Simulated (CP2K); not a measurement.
CP2K run on Te₂Mo (P2_1/c, 12 atoms in the cell): self-consistent single point.

Method: LDA (Pade form), GPW, DZVP-MOLOPT-SR-GTH basis, GTH-PADE potentials (GTH_POTENTIALS) in CP2K.

```yaml
crystal:
  lattice:
    - [7.16906, 0.00000, 0.00000]
    - [0.00000, 7.25410, 0.00000]
    - [-1.18714, 0.00000, 7.30540]
  atoms:
    - { symbol: Mo, position: [0.27540, 0.03950, 0.20830] }
    - { symbol: Mo, position: [0.72460, 0.53950, 0.29170] }
    - { symbol: Mo, position: [0.72460, 0.96050, 0.79170] }
    - { symbol: Mo, position: [0.27540, 0.46050, 0.70830] }
    - { symbol: Te, position: [0.07000, 0.33170, 0.34470] }
    - { symbol: Te, position: [0.93000, 0.83170, 0.15530] }
    - { symbol: Te, position: [0.93000, 0.66830, 0.65530] }
    - { symbol: Te, position: [0.07000, 0.16830, 0.84470] }
    - { symbol: Te, position: [0.44960, 0.75690, 0.47920] }
    - { symbol: Te, position: [0.55040, 0.25690, 0.02080] }
    - { symbol: Te, position: [0.55040, 0.24310, 0.52080] }
    - { symbol: Te, position: [0.44960, 0.74310, 0.97920] }
```

Reference input (self-consistent single point, DFT LDA (Pade form), GPW, DZVP-MOLOPT-SR-GTH basis, GTH-PADE potentials (GTH_POTENTIALS)): CUTOFF = 500 Ry; REL_CUTOFF = 50 Ry; SMEAR/METHOD = MARZARI_VANDERBILT; SIGMA = 0.05 eV; KPOINTS/SCHEME = MONKHORST-PACK 3 3 3; XC_FUNCTIONAL = PADE; Mo/BASIS_SET = DZVP-MOLOPT-SR-GTH; Mo/POTENTIAL = GTH-PADE-q14; Te/BASIS_SET = DZVP-MOLOPT-SR-GTH; Te/POTENTIAL = GTH-PADE-q6; METHOD = GPW; EPS_DEFAULT = 1e-10. This run's input differs from it in these lines:

```diff
@@ -39,3 +39,4 @@
     &KPOINTS
-      SCHEME MONKHORST-PACK 3 3 3
+      SCHEME MONKHORST-PACK 4 4 4
+      GAMMA_CENTERED T
     &END KPOINTS
```

The program printed (abridged):

```
 SCF WAVEFUNCTION OPTIMIZATION

  Step     Update method      Time    Convergence         Total energy    Change
     1 NoMix/Diag. 0.20E+00      -     0.79049976      -338.5438288826 -3.39E+02
     2 Broy./Diag. 0.20E+00      -     0.35895930      -348.4453269315 -9.90E+00
     3 Broy./Diag. 0.20E+00      -     0.04993802      -339.5895208136  8.86E+00
     4 Broy./Diag. 0.20E+00      -     0.04003838      -339.1544114471  4.35E-01
     5 Broy./Diag. 0.20E+00      -     0.04781774      -337.6932479202  1.46E+00
     6 Broy./Diag. 0.20E+00      -     0.02695912      -338.7156244289 -1.02E+00
   [... 15 lines left out ...]
    22 Broy./Diag. 0.20E+00      -     0.00000028      -338.4708503701 -5.69E-06
    23 Broy./Diag. 0.20E+00      -     0.00000033      -338.4708537083 -3.34E-06
    24 Broy./Diag. 0.20E+00      -     0.00000032      -338.4708541676 -4.59E-07
    25 Broy./Diag. 0.20E+00      -     0.00000006      -338.4708543719 -2.04E-07
  *** SCF run converged in    25 steps ***

  Overlap energy of the core charge distribution:               0.00000000000649
  Self energy of the core charge distribution:               -655.62366489359488
  Core Hamiltonian energy:                                    144.57252029944371
  Hartree energy:                                             217.48729935277976
  Exchange-correlation energy:                                -44.90688961270453
  Smearing free energy correction:                             -0.00011951788743
  Fermi energy:                                                 0.19260103763140

  Total energy:                                              -338.47085437194028

                     Mulliken Population Analysis

 #  Atom  Element  Kind  Atomic population                           Net charge
   [... lines left out ...]

 STRESS| Analytical stress tensor [bar]
 STRESS|                        x                   y                   z
 STRESS|      x       -1.34621518233E+05  -3.01288803217E-04  -1.17990746784E+04
 STRESS|      y       -3.01288803217E-04  -1.45882480813E+05   2.61505933511E-03
 STRESS|      z       -1.17990746784E+04   2.61505933511E-03  -1.39836920973E+05
 STRESS| 1/3 Trace                                            -1.40113640006E+05
```

The run converged in 25 iterations. Against the reference run the free energy is nearly the same (within 1 meV/atom), the pressure hardly changes (-14.00 to -14.01 GPa) and the largest force goes from 0.853 to 0.842 eV/Å.

The starting cell was generated: these elements placed on a structure prototype, without a prior relaxation; it need not be a known phase or ordering of this composition. Spin polarisation is off. Values carry the incompleteness of an atom-centred basis. With a pressure of about -14 GPa the cell is away from its equilibrium volume at this level.

Cost on one core of a shared machine: roughly 5 min.
